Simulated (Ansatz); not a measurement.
OH on the 1x1 (111) surface of fcc Cu, one in a 2x2 cell, energies for each (22.8 Å²). Energies are against H2O(g) − ½ H2(g), without zero-point or thermal terms; each row is named by its start.

Level of theory: PBE (plane waves to 420 eV, PAW; Ansatz, an electronic-structure program).

Model: 18-atom slab, 6.2 Å thick at the start under the adsorbate (thin: gaps and levels are the slab's own), 6x6x1 mesh, Fermi-Dirac 0.1 eV, dipole correction, 8 atoms held, the rest relaxed; each run with such symmetry as its start has; spin-polarised, no spin-orbit, no U, no dispersion correction.

A negative adsorption energy means that the adsorbate is more stable on the surface than in its reference. Starts that drift may end in the same place. Heights count from the host atoms within 0.3 Å of the top one.

| starting site | E_ads (eV) | height (Å) | nearest host atom (Å) | bonded to | Δ work function (eV) | lateral drift (Å) | moment (μB) |
|---|---|---|---|---|---|---|---|
| top Cu | 0.29 | 1.40 | Cu 2.04 | 3 Cu | -1.50 | 1.5 | 0.0 |
| hollow Cu-Cu-Cu over Cu at depth 2.1 Å | 0.33 | 1.42 | Cu 2.06 | 3 Cu | -1.42 | 0.0 | 0.0 |
| hollow Cu-Cu-Cu over Cu at depth 4.1 Å | 0.29 | 1.40 | Cu 2.05 | 3 Cu | -1.50 | 0.0 | 0.0 |
| bridge Cu-Cu (span 2.6 Å) | 0.37 | 1.60 | Cu 2.00 | 2 Cu | -0.37 | 0.1 | 0.0 |
